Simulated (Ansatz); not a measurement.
Consider HfO₂ (space group P2_1/c, No. 14).

```xyz
12
Lattice="5.1141 0.0000 0.0000 0.0000 5.1816 0.0000 -0.8711 0.0000 5.2231" Properties=species:S:1:pos:R:3 pbc="T T T"
Hf     1.2312     0.2168     1.0876
Hf     3.4473     2.8076     1.5240
Hf     3.0117     4.9647     4.1356
Hf     0.7956     2.3740     3.6991
O      0.0586     1.7295     1.7968
O      4.6199     4.3203     0.8147
O      4.1843     3.4521     3.4263
O     -0.3770     0.8613     4.4084
O      1.8740     3.9259     2.4993
O      2.8044     1.3351     0.1122
O      2.3689     1.2557     2.7238
O      1.4385     3.8465     5.1109
```

Cartesian axes are those of the cell as printed.

Computed with r2SCAN, PAW, 500 eV (Ansatz, a first-principles code; no spin-orbit coupling).

Modification: uniaxial strain ε_xx = −1.30 %, all other strain components held at zero; the atoms relax in the strained cell.

Question: Predict the stress tensor and what it implies for the stiffness.

Answer: Stress of the strained cell less that of the base (GPa, compression positive):
```
   4.43    0.00    0.66
   0.00    2.43    0.00
   0.66    0.00    1.19
```

Then −Δσ_ii/ε with ε = -0.0130 gives secant stiffness values (nonlinear terms included at this strain): C11 ≈ 341 GPa, C12 ≈ 187 GPa and C13 ≈ 92 GPa.

Stability against distortions was not tested.
